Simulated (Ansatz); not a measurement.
The starting structures come from a database of crystals and need not be the phases stable at ambient conditions.

 Where the default PAW files enter, the runs use the earlier of Ansatz's two default sets.

Inside the gap of an insulator the Bloch states are evanescent, with a wavenumber k + iκ along the transport direction.

Consider the following.

```yaml
crystal:
  lattice:
    - [3.20819, 0.00000, 0.00000]
    - [0.00000, 5.19883, 0.00000]
    - [1.60409, 0.00000, 2.77837]
  atoms:
    - { symbol: Al, position: [0.00000, 0.00074, 0.00000] }
    - { symbol: Ga, position: [0.66667, 0.50283, 0.66667] }
    - { symbol: N, position: [0.66667, 0.88820, 0.66667] }
    - { symbol: N, position: [0.00000, 0.37184, 0.00000] }
```

Space group of this cell: P3m1. The cell is strained (all lengths scaled by 1.02); by r2SCAN its mean pressure is -11.1 GPa.

Transport runs along the normal of the first two printed cell vectors, the (100) plane of the conventional cell.

No gap correction and no spin-orbit coupling; mid-gap values are interpolated between computed energies.

### Question
Compute, with Ansatz (a first-principles code) with r2SCAN, the band gap and the smallest decay constant κ at mid-gap.

### Answer
Gap 2.92 eV on a 12×6×12 mesh; κ = 0.198 1/Å, at the zone centre.
